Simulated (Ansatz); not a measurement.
Consider SiO2 in the rutile structure (space group P4_2/mnm, No. 136; a = 4.236 Å, c = 2.690 Å). Axes: x, y, z lie along a, b, c of the conventional cell.

The values are results of PBE (Ansatz, a program for electronic structure; PAW; 420 eV plane waves; no SOC), earlier PAW set, not measurements.

Base values:

| Property | Value |
|---|---|
| Valence-band top at Γ | 0.00, -0.85, -0.85 eV |
| Electron mass | 0.36 mₑ along c, 0.45 mₑ across (at Γ) |

Perturbation: tensile biaxial strain of 4.55 % in the plane normal to [001], as in epitaxy on a mismatched substrate; the out-of-plane cell vector and the atoms relax.

Problem. How does this affect the out-of-plane strain, valence-band top at Γ and electron mass?

Solution. The out-of-plane strain comes out as -2.01 %; the valence-band top at Γ (three highest levels, from the VBM) becomes 0.00, -0.74, -0.74 eV (base: 0.00, -0.85, -0.85 eV); the electron mass changes from 0.36 mₑ along c, 0.45 mₑ across (at Γ) to 0.36 mₑ out of plane, 0.41 mₑ in plane (at Γ).

The levels and masses belong to the bands next to the band gap. Masses are band curvatures over ±0.01 Å⁻¹ around the edge. Whether these cells are dynamically stable was not tested.
